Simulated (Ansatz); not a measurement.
**A constructed model of the (111)B surface of 3C silicon carbide, C-terminated, (√3x√3)R30° Au adatom at T4 (bottom of the slab: 3 H on 3 bottom sites)**

The numbers are results of PBE (plane waves to 420 eV, PAW; Ansatz, a first-principles code), not measurements.

Model: 28-atom slab, 11.6 Å thick at the start with caps and adatoms (thin: gaps and levels are the slab's own), 6x6x1 mesh, Fermi-Dirac 0.025 eV, dipole correction, 6 atoms held, the rest relaxed; start symmetry kept, larger cells not searched; no spin (no spin-polarised run to compare, though such a face may carry moments), no spin-orbit, no U. The slab shows no gap on its mesh. It is one candidate, not shown to be the stable structure of the face.

```
Property                                            Result
-----------------------------  ---------------------------
work function of the top face                      4.51 eV
energy released by relaxation                      0.80 eV
cost                           very roughly 4 core-minutes
```
